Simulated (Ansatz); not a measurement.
Consider HfO2 (space group P4_2/nmc, No. 137; a = 3.605 Å, c = 5.265 Å). Axes: x, y, z lie along a, b, c of the conventional cell.

Calculations: PBE, PAW, 420 eV (Ansatz, a quantum-chemistry and plane-wave program; spin-orbit coupling left out), earlier PAW set.

It is then changed as follows: every lattice vector is stretched by 2.40 %; the atoms relax in the strained cell.

Task: Predict the stress tensor and what it implies for the stiffness.

Result: Stress of the strained cell less that of the base (GPa, compression positive):
```
 -13.04    0.00    0.00
   0.00  -13.04    0.00
   0.00    0.00   -7.03
```

Then B = −ΔP/(ΔV/V₀) with ΔV/V₀ = 0.0737 gives secant stiffness values (nonlinear terms included at this strain): B (at held cell shape, above the free-shape value) ≈ 150 GPa.

As a check, the harmonic strain energy −½ V₀ Δσ:ε is 28 meV/atom; the computed energy rise is 31 meV/atom.

Stability against distortions was not tested. This is not the structure that HfO2 has at room temperature and ambient pressure.
